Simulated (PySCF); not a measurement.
PySCF 2.14.0, unrestricted HF/def2-svp, df: Cd(Me) ([CH3][Cd]), charge 0, multiplicity 2, 5 atoms. The geometry is a generated start, not checked to be a minimum at this level.

| Item | Value |
|---|---|
| task | energy |
| method | hf |
| basis | def2-svp |
| two-electron scheme | density fitting |
| mol.max_memory | 3000 MB |
| mf.max_cycle | 100 |
| mf.conv_tol | 1e-09 (default) |
| effective core potentials | those of the basis set, past Kr |
| basis functions | 60 |

```xyz
5

Cd    -1.5241    -0.9020    -1.2468
C      0.2012     0.1202     0.1648
H      0.7238    -0.6785     0.6874
H     -0.2861     0.7885     0.8718
H      0.8851     0.6718    -0.4773
```

Charge 0 and multiplicity 2 are set for this test and not shown to be the ground state.

With the defaults (mf.diis = true, mf.damp = 0, mf.diis_start_cycle = 1, mf.init_guess = minao, mf.level_shift = 0, mf.DIIS = CDIIS, newton = off, mf.diis_space = 8) it converges in 16 Fock builds. One run each on 2 threads, 1 BLAS thread, with these changes:
- mf.level_shift = 0.1 Hartree
- mf.diis = false, mf.damp = 0.7, mf.diis_start_cycle = 999
- mf.init_guess = atom
- mf.level_shift = 0.3 Hartree
- mf.init_guess = mod_huckel
- newton = Hessian by the SCF's own integrals
- mf.diis_space = 3
- mf.diis = false
- mf.DIIS = EDIIS

**Question.** Which runs fail or end elsewhere than the default run?

**Answer.** No convergence: mf.diis = false, mf.damp = 0.7, mf.diis_start_cycle = 999 (the run ends without SCF convergence in 100 cycles). The rest reach the solution of the defaults.

| setting | Fock builds | end |
|---|---|---|
| the defaults | 16 | same solution |
| mf.init_guess = atom | 16 | same solution |
| mf.init_guess = mod_huckel | 16 | same solution |
| mf.level_shift = 0.1 Hartree | 17 | same solution |
| mf.level_shift = 0.3 Hartree | 22 | same solution |
| mf.diis_space = 3 | 23 | same solution |
| mf.diis = false | 37 | same solution |
| newton = Hessian by the SCF's own integrals | 48 | same solution |
| mf.DIIS = EDIIS | 95 | same solution |
| mf.diis = false, mf.damp = 0.7, mf.diis_start_cycle = 999 | 101 | no convergence |

Under newton the count holds the products with the orbital Hessian.
